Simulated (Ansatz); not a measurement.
Given:

```xyz
8
Lattice="-2.8496 2.8582 5.6912 2.8496 -2.8582 5.6912 2.8496 2.8582 -5.6912" Properties=species:S:1:pos:R:3 pbc="T T T"
Cu     0.0000     0.0000    -0.0002
Cu     0.0000     2.8582     2.8464
Zn     2.8496     0.0000     2.8449
Sn     0.0000     0.0000     5.6915
Se     1.4767     1.5240     4.2126
Se     1.3729     1.3341    -1.4787
Se     1.5209    -1.4804     7.1699
Se     1.3287     4.3385     1.4787
```

No spin polarisation.

Method: plane-wave PAW DFT at the r2SCAN level (Ansatz, a first-principles code, 500 eV), without spin-orbit coupling. Settings: 8×8×8 k-points, 0.05 eV Fermi–Dirac smearing.

Question: Predict the pressure and space group.

Answer: 
- Pressure (mean of the normal stresses, compression positive): -0.19 GPa
- Space group: C2 (No. 5)

The cells carry an imposed strain or load. No phonon test of stability was made. All final runs are without spin polarisation. The cell was made from ZnCu$_{2}$SnSe$_{4}$ (space group I-4, No. 82) by this change: uniaxial strain ε_yy = +0.30 %.
